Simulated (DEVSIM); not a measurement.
Structure: illuminated Si n-on-p cell, one wavelength, with a back-surface field, at 300 K.

Layer 1 from the left is Si, thickness (μm) 0.0150, Nd (cm⁻³) 1.3e19, τn (s) 3.6e-6, τp (s) 5.3e-6, absorption coefficient (cm⁻¹) 15000. Layer 2 from the left is Si, thickness (μm) 98.0, Na (cm⁻³) 8.9e15, τn (s) 2.4e-5, τp (s) 2.4e-5, absorption coefficient (cm⁻¹) 15000. Layer 3 from the left is Si, thickness (μm) 0.120, Na (cm⁻³) 5.1e18, τn (s) 2.4e-5, τp (s) 2.4e-5, absorption coefficient (cm⁻¹) 15000.

Left contact: ohmic, minority hole recombination velocity 300 cm/s. Right contact: ohmic, minority electron recombination velocity 60 cm/s. Voltage is applied to the left contact. Recombination: SRH at mid-gap, radiative, Auger. Light enters at the left, 2.7e17 photons cm⁻² s⁻¹, one pass, no reflection. Mobility is μmin + (μ − μmin)/(1 + (N/Nref)^α).

The device is made up for the run: typed textbook-type constants, with dimensions and the other settings drawn at random. Values at 300 K.

Si: gap (eV) 1.124, affinity (eV) 4.05, permittivity 11.7, Nc (cm⁻³) 2.86e19, Nv (cm⁻³) 3.1e19, μn (cm²/Vs) 1417, μp (cm²/Vs) 470, μn,min 52, μp,min 45, Nref,n 9.7e16, Nref,p 2.2e17, αn 0.68, αp 0.72, B (cm³/s) 4.7e-15, Cn (cm⁶/s) 2.8e-31, Cp (cm⁶/s) 9.9e-32.

Simulated with DEVSIM: 1D drift-diffusion, Boltzmann statistics, complete ionisation; no tunnelling, impact ionisation, image-force lowering or self-heating.

**Question.** What does the simulation give for the fill factor, the potential step across the device at zero bias, the open-circuit voltage?

**Answer.** fill factor 0.83; potential step across the device at zero bias 1.057 V; open-circuit voltage 0.642 V.
